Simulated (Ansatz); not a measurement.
Base system: TiO2 in the rutile structure (space group P4_2/mnm, No. 136).

```yaml
crystal:
  lattice:
    - [4.59120, 0.00000, 0.00000]
    - [0.00000, 4.59120, 0.00000]
    - [0.00000, 0.00000, 2.93905]
  atoms:
    - { symbol: Ti, position: [0.00000, 0.00000, 0.00000] }
    - { symbol: Ti, position: [0.50000, 0.50000, 0.50000] }
    - { symbol: O, position: [0.30444, 0.30444, 0.00000] }
    - { symbol: O, position: [0.80444, 0.19556, 0.50000] }
    - { symbol: O, position: [0.19556, 0.80444, 0.50000] }
    - { symbol: O, position: [0.69556, 0.69556, 0.00000] }
```

Cartesian axes are those of the cell as printed.

The values are results of plane-wave PAW DFT at the PBEsol level (Ansatz, a first-principles code, 420 eV), no spin-orbit coupling, not measurements.

Before the change:

- Gap character: direct at Γ
- Electron mass: 0.54 mₑ along c, 1.1 mₑ across (at Γ)

It is then changed as follows: a pure shear with ε_xz = ε_zx = 0.0200, atoms relaxed at fixed cell.

Question: What does the calculation give for the gap character after the change?

Answer: The gap character is still direct at Γ.

Question: What does the calculation give for the electron mass after the change?

Answer: The electron mass goes from 0.54 mₑ along c, 1.1 mₑ across (at Γ) to 0.53 mₑ along z, 1.1 mₑ across (at Γ).

Question: How does this affect the energy relative to the base?

Answer: The energy grows by 6.2 meV/atom.

Question: What happens to the stress?

Answer: The stress (xx, yy, zz, yz, xz, xy; compression positive) comes out as (0.11, 0.15, -0.04, 0.00, -4.80, 0.00) GPa.

The cells carry an imposed strain or load. Masses are band curvatures over ±0.01 Å⁻¹ around the edge. Whether these cells are dynamically stable was not tested. The final runs are not spin-polarised. k-point labels follow each cell's own Brillouin zone.
